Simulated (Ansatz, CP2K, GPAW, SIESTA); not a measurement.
One structure in several programs: Zn2GaCuSe4 (I-42m, 8 atoms in the cell)

Band-structure calculation.

```xyz
8
Lattice="-2.8533 2.8533 5.6821 2.8533 -2.8533 5.6821 2.8533 2.8533 -5.6821" Properties=species:S:1:pos:R:3 pbc="T T T"
Zn     0.0000     2.8533     2.8410
Zn     2.8533     0.0000     2.8410
Ga     0.0000     0.0000     5.6821
Cu     0.0000     0.0000     0.0000
Se     1.4195     1.4195    -1.3961
Se    -1.4338     1.4338     7.0782
Se     1.4338     1.4338     4.2860
Se     1.4338    -1.4338     7.0782
```

Shared settings, as Ansatz (a first-principles code) writes them: kpoints.mp_grid.grid = 3 3 3; scf.occupations.method = fermi_dirac; scf.occupations.width = 0.02 eV. Potentials and cutoffs stand in the table.

```
code                                                                                                                       model  gap along the path (eV)  smallest direct gap (eV)       cutoff
------  ------------------------------------------------------------------------------------------------------------------------  -----------------------  ------------------------  -----------
Ansatz                                                                                       LDA (PW92), PAW files made with PBE                     0.24                      0.24       420 eV
SIESTA  LDA PW92, numerical atomic orbitals DZP, PseudoDojo LDA standard norm-conserving potentials (rewritten from UPF to PSML)                     0.41                      0.41  grid 350 Ry
GPAW                                                               LDA (Perdew-Wang 92), GPAW PAW datasets LDA (gpaw-data 1.0.1)                     0.26                      0.26       800 eV
CP2K                                        LDA (Pade form), GPW, DZVP-MOLOPT-SR-GTH basis, GTH-PADE potentials (GTH_POTENTIALS)                     0.22                      0.22  grid 600 Ry
```

On Ansatz's run: spin polarisation is off.

The spread over the programs that give each value: gap along the path within 0.19 eV; smallest direct gap within 0.19 eV.

SIESTA and CP2K use small atom-centred bases, whose incompleteness enters pressures, forces and empty levels differently from a plane-wave cutoff.

In the gap along the path, SIESTA stands apart from the plane-wave programs.

The starting cell comes from a database of computed structures (which also holds hypothetical and non-ambient phases and stackings), without a prior relaxation at this level.

Keys are those of Ansatz 0.2.
